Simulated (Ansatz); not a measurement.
Input and output of a zone-centre phonon calculation for CoAuO2 (P6_3/mmc, 8 atoms in the cell) (Ansatz, an electronic-structure program).

Method of the run: LDA (PW92), default PAW files made with PBE (plane waves; Ansatz).

```
CELL_PARAMETERS angstrom
      2.87019     0.00000     0.00000
     -1.43509     2.48565     0.00000
      0.00000     0.00000    12.11167
ATOMIC_POSITIONS crystal
  Co 0.00000 0.00000 0.00000
  Co 0.00000 0.00000 0.50000
  Au 0.66667 0.33333 0.75000
  Au 0.33333 0.66667 0.25000
  O  0.33333 0.66667 0.42187
  O  0.66667 0.33333 0.57813
  O  0.66667 0.33333 0.92187
  O  0.33333 0.66667 0.07813
```

Reference input (self-consistent single point, DFT, LDA (PW92), plane waves, default PAW files made with PBE): basis.ecutwfc = 30.9 Ry; kpoints.mp_grid.grid = 13 13 3; hamiltonian.xc = lda; hamiltonian.pseudopotentials = {kind: paw} (the program's default PAW files); scf.occupations.method = gaussian; scf.occupations.width = 0.0073 Ry. This run's input differs from it in these lines:

```diff
@@ -23,6 +23,5 @@
   occupations: { method: gaussian, width: 0.0073 Ry }
-output:
-  forces: true
-  eigenvalues: true
-  stress: true
+  convergence: { dr2_threshold: 1.0e-03 eV }
+phonons:
+  method: dfpt
```

Output, abridged:

```
SCF iter   1: F=—  HF=-38072.790749 eV  |F-HF|=—  |Δ(HF+E_count)|=         —  Δρ=2.17e-2  dr2=2.85e-1  ethr=1.77e-3  ⟨swp⟩=6.0  Hψ=28674  notcnv=0  defer=17
all-band conjugate gradients solve this SCF's bands
preconditioner: auto → Kerker (q_TF=auto, 2.777 Å⁻¹)
SCF iter   2: F=—  HF=-38072.725519 eV  |F-HF|=—  |Δ(HF+E_count)|=   6.52e-2  Δρ=9.35e-3  dr2=6.26e-2  ethr=2.97e-4  ⟨swp⟩=2.9  Hψ=14409  notcnv=0  defer=255
   [... lines left out ...]
SCF iter   6: F=—  HF=-38072.710589 eV  |F-HF|=—  |Δ(HF+E_count)|=   1.41e-5  Δρ=1.23e-4  dr2=2.67e-5  ethr=1.06e-7  ⟨swp⟩=14.4  Hψ=64917  notcnv=0
SCF iter   7: F=-38072.710578 eV  HF=-38072.710585 eV  |F-HF|=6.56e-6  |Δ(HF+E_count)|=   4.64e-6  Δρ=5.86e-5  dr2=7.07e-6  ethr=2.78e-8  ⟨swp⟩=11.5  Hψ=60213  notcnv=0
solved again in the potential of the output density, not every published eigenvalue holds within its bar: 280 eigenvalues moved, the lowest at band 8 …
SCF 1 converged in 7 iterations: F = -38072.710578 eV  dr2 = 7.07e-6
the response reads at least the filled bands of the reference SCF and the lowest empty band at each k-point, and that SCF's band table does not vouch for those …
DFPT response loops at Γ: preconditioner auto → Kerker (q_TF=auto, 2.777 Å⁻¹) (partly filled bands, converged f_vac=0.008) …
Free energy (F): -38072.710578 eV
Internal energy: -38072.704715 eV  (E = F + TS)
E sigma→0 (E₀):  -38072.707646 eV
Entropy (-TS):   -0.005863 eV (-0.733 meV/atom)
Fermi energy:    15.052700 eV
   [... lines left out ...]
  ASR residual per site (eV/Å²): 3.99e-2 3.99e-2 7.59e-3 7.59e-3 3.28e-3 3.28e-3 3.28e-3 3.28e-3
  Γ frequencies (cm⁻¹): 0.00 0.00 0.00 62.85 62.85 64.29 64.29 115.29 115.29 140.07 201.77 268.84 456.39 456.39 476.56 476.56 568.72 571.12 571.12 590.93 592.78 592.78 616.42 639.24
  non-analytic LO–TO correction: not included (Born effective charges unavailable; polar crystals: no LO–TO splitting at Γ)
```

The run converged in 7 iterations. 

Summary of the result:
- Free energy E − TS (on the zero of these files): -38072.7106 eV
- Zone-centre frequencies (cm⁻¹; negative means imaginary): 0, 0, 0, 63, 63, 64, 64, 115, 115, 140, 202, 269, 456, 456, 477, 477, 569, 571, 571, 591, 593, 593, 616, 639

The starting cell comes from a database of computed structures (which also holds hypothetical and non-ambient phases and stackings), without a prior relaxation at this level. Its lattice was rescaled by up to half a per cent. Spin polarisation is off, so a magnetic state, if there is one, cannot be reached.

Cost on one core of a shared machine: roughly 10 min.

Keys are those of Ansatz 0.2.
